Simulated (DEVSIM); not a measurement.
Device: abrupt GaAs n-p junction, at 300 K.

```
layer (left to right)  material  thickness (μm)  Nd (cm⁻³)  Na (cm⁻³)  τn (s)  τp (s)
---------------------  --------  --------------  ---------  ---------  ------  ------
1                          GaAs           0.260     3.2e16          -    1e-9    1e-9
2                          GaAs            7.90          -     1.6e14    1e-9    1e-9
```

Left contact: ohmic. Right contact: ohmic. Voltage is applied to the left contact. Recombination: SRH at mid-gap, radiative. Mobility is constant in doping.

This is a model device: material constants are rounded textbook-type values typed into the input, and sizes, dopings and lifetimes were drawn at random. Values at 300 K; Nc and Nv go as T^1.5, mobilities as T to minus their exponent, the gap by Varshni's rule with the affinity fixed.

```
parameter             GaAs
----------------  --------
gap (eV)             1.424
affinity (eV)         4.07
permittivity          12.9
Nc (cm⁻³)           4.7e17
Nv (cm⁻³)             9e18
μn (cm²/Vs)           8500
μp (cm²/Vs)            400
T exponent of μn       2.1
T exponent of μp       2.2
B (cm³/s)            2e-10
Varshni α (eV/K)  0.000541
Varshni β (K)          204
```

Simulated with DEVSIM: 1D drift-diffusion, Boltzmann statistics, complete ionisation; no tunnelling, impact ionisation, image-force lowering or self-heating.

The temperature was swept, all else fixed.

| temperature (K) | potential step across the device at zero bias (V) | largest field in the device at zero bias (V/cm) | dark forward voltage at 100 A/cm² (V) | dark forward voltage at 1 A/cm² (V) |
|---|---|---|---|---|
| 250 | 1.164 | 10000 | 1.347 | 1.003 |
| 300 | 1.072 | 11000 | 1.378 | 0.888 |
| 350 | 0.976 | 11000 | [?] | [?] |
| 400 | 0.878 | 12000 | 1.540 | 0.654 |
| 450 | 0.778 | 12000 | 1.675 | 0.539 |
| 500 | 0.675 | 13000 | 1.846 | 0.424 |

**Question.** Complete the blanks.

**Answer.** 
- 350, dark forward voltage at 100 A/cm² (V): 1.441
- 350, dark forward voltage at 1 A/cm² (V): 0.771
